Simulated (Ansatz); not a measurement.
Relaxation of the outer planes of the (11-22) surface of hcp Y in its 1x1 cell, outermost plane spacing 1.54 Å in the ideal cut.

All values below come from PBE (plane waves to 420 eV, PAW; Ansatz, an electronic-structure program).

Model: 16-atom slab, 10.8 Å thick at the start, 6x6x1 mesh, Fermi-Dirac 0.1 eV, dipole correction, all atoms relaxed; start symmetry kept, larger cells not searched; no spin, no spin-orbit, no U.

```
plane  atoms  bulk spacing to the next (Å)  relaxed spacing (Å)  change (%)  rumpling (Å)
-----  -----  ----------------------------  -------------------  ----------  ------------
1        2 Y                         1.537                    …           …          0.00
2        2 Y                         1.537                1.506        -2.0          0.00
```

What belongs in the gaps?


- 1, relaxed spacing (Å): 1.387
- 1, change (%): -9.8
